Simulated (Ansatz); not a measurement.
A periodic model of amorphous Al28O45Y2:

```xyz
75
Lattice="9.3826 -0.0778 0.2646 -0.0778 9.7731 0.0991 0.2646 0.0991 9.3847" Properties=species:S:1:pos:R:3 pbc="T T T"
Al     1.0364     7.7330     1.0062
Al     7.7887     8.8367     1.9817
Al     6.2366     1.1689     3.4171
Al     8.2888     4.8889     1.9013
Al     1.2512     0.6679     0.2994
Al     2.5919     4.2046     4.6339
Al     5.3911     3.9658     2.8753
Al     4.0496     9.1610     0.5875
Al     7.5543     8.2603     4.7094
Al     3.3732     4.1755     7.3905
Al     7.9894     6.3539     6.7356
Al     3.2800     1.5949     2.9221
Al     0.3085     6.3641     3.5192
Al     3.0939     6.0695     2.9641
Al     6.9707     1.4095     9.5110
Al     6.0496     3.9775     7.9902
Al     1.4614     0.2147     6.7674
Al     0.9648     3.2664     2.2891
Al     6.4050     8.9364     8.2331
Al     8.2315     3.0639     4.4326
Al     5.9703     6.9123     1.8454
Al     7.7231     0.8520     6.3887
Al     3.1398     3.5573     0.7752
Al     0.3716     0.5019     3.8891
Al     1.6058     6.6241     7.5390
Al     2.9853     8.7041     3.2821
Al     3.9152     6.4262     9.1059
Al     4.5810     1.4979     6.0939
O      2.1995     2.8593     3.6486
O      4.6416     4.7085     9.0301
O      6.5011     5.1767     2.0168
O      2.0931     6.7185     9.2528
O      9.3168     9.0955     1.0525
O      5.4689     0.5954     9.1473
O      4.4264     2.8221     1.8708
O      2.3613     3.6996     8.7269
O      6.7378     5.2561     7.1116
O      1.0632     1.3340     8.0981
O      1.7222     8.2310     6.8881
O      4.6405     1.4799     4.2587
O      9.0477     6.5094     2.0077
O      4.2092     6.7245     1.5282
O      3.3299     6.0331     7.2130
O      7.1752     3.0604     8.9677
O      9.4506     5.7286     7.6102
O      8.1229     2.6337     6.1399
O      2.3014     4.7004     1.8612
O      3.8178     7.5893     4.3032
O      4.7455     7.9781     8.5585
O      3.1407     0.5553     6.3703
O      4.7932     3.0967     6.9451
O      9.1731     3.6145     1.0952
O      6.6567     2.9538     3.6014
O      4.1968     4.8255     3.8730
O      1.7875     5.7256     4.2806
O      6.6011     7.8836     3.1812
O      8.4769     6.6957     5.0336
O      6.7176     7.9863     0.6106
O      2.0136     1.9430     1.3404
O      9.2249     1.9516     3.4546
O      2.1005     0.2921     3.6412
O      9.4735     0.2971     5.9144
O      7.1705     7.9954     6.7141
O      1.8629     7.4879     2.5828
O      2.3245     9.1142     0.3864
O      5.7461     0.2661     6.6245
O      2.1291     3.7453     6.2286
O      8.8981     8.7772     3.5481
O      7.7964     0.4659     8.1802
O      7.2196     0.3257     4.6508
O      8.9990     4.4716     3.5650
O      4.0801     9.7070     2.3017
O      7.0319     0.7357     1.8311
Y      3.9590     8.2409     6.3475
Y      0.2824     3.4711     7.9118
```

Calculation: PBE, scalar-relativistic without spin-orbit coupling (plane waves to 420 eV, PAW; Ansatz, a first-principles code).

Preparation: random packing, a CHGNet melt and quench, and a DFT relaxation. O atoms were pushed apart under 1.9 Å during the dynamics, to hinder bonds among them. The hot cell started wider than the set density and was brought back towards it in steps. It is the lowest in DFT energy of 2 quenches. It is a model cell: composition and starting density were chosen by hand, and all elements were melted together. No dispersion term was used. Its density started from a set value of 3.27 and ended at 3.19 g/cm³. The simulated quench (nominally 340 K/ps over its main leg) is rapid and tends to freeze in more defects than a deposited or slowly cooled glass has. Values belong to this one cell and scatter from quench to quench. Volume and shape were free in the relaxation.

Cut-offs for bonds: Al-Al 2.66 Å, Al-O 2.30 Å, Al-Y 3.20 Å, O-O 1.58 Å, O-Y 2.82 Å, Y-Y 3.74 Å. Two cations that share two anions don't count as bonded, nor two that share one unless they lie closer than Al-Al 2.59 Å, Al-Y 3.11 Å, Y-Y 3.64 Å.

**Question.** Give the coordination numbers, mean bond lengths and angles.

**Answer.** 
```yaml
Mean coordination of Al by anions: 4.57 (16 with 4, 8 with 5, 4 with 6)
Mean coordination of O: 3.13 (1 with 2, 37 with 3, 7 with 4)
Mean coordination of Y by anions: 6.50 (1 with 6, 1 with 7)
Mean Al-O bond: 1.852 Å (spread 0.100 Å, 128 counted)
Mean O-Y bond: 2.395 Å (spread 0.148 Å, 13 counted)
Bond angle at Al: mean 107.4°, spread 23.6°
Bond angle at O: mean 114.1°, spread 18.8°
Bond angle at Y: mean 101.5°, spread 29.2°
```

**Question.** List the pairs of like atoms that count as bonded by the rules above.

**Answer.** There are none by these rules.
